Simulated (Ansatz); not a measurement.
Consider Zr in the hcp (Mg type) structure (space group P6_3/mmc, No. 194; a = 3.2443 Å, c = 5.1580 Å; relaxed with 0.1 eV smearing).

Structures relaxed with Kohn–Sham DFT with the r2SCAN functional, run in Ansatz (an electronic-structure program) with PAW and 500 eV plane waves, no SOC.

Base:

Simulated powder pattern, Cu Kα1, λ = 1.54056 Å (kinematic, ideal powder, no thermal factors, no anomalous dispersion; the 14 strongest lines at most, above 2 %, up to 2θ = 90°):

```csv
2θ (°),I/Imax (%),hkl
31.82,24,(100)
34.76,25,(002)
36.38,100,(101)
47.84,15,(102)
56.70,18,(110)
63.37,19,(103)
66.50,2.8,(200)
68.25,21,(112)
69.26,15,(201)
73.36,2.8,(004)
77.27,3.6,(202)
82.18,3.1,(104)
```

Now apply this change: every lattice vector is stretched by 1.00 %, atoms relaxed at fixed cell.

Where do the lines fall after the change?


Simulated powder pattern, Cu Kα1, λ = 1.54056 Å (kinematic, ideal powder, no thermal factors, no anomalous dispersion; the 14 strongest lines at most, above 2 %, up to 2θ = 90°):

| 2θ (°) | I/Imax (%) | hkl |
|---|---|---|
| 31.50 | 24 | (100) |
| 34.40 | 25 | (002) |
| 36.01 | 100 | (101) |
| 47.33 | 15 | (102) |
| 56.09 | 18 | (110) |
| 62.67 | 19 | (103) |
| 65.76 | 2.8 | (200) |
| 67.48 | 21 | (112) |
| 68.48 | 15 | (201) |
| 72.52 | 2.8 | (004) |
| 76.37 | 3.6 | (202) |
| 81.20 | 3.1 | (104) |
| 89.02 | 7.7 | (203) |

The indices refer to the base's conventional cell; one index is shown for lines that coincide.

The cells carry an imposed strain or load. No phonon test of stability was made. The final runs are not spin-polarised.
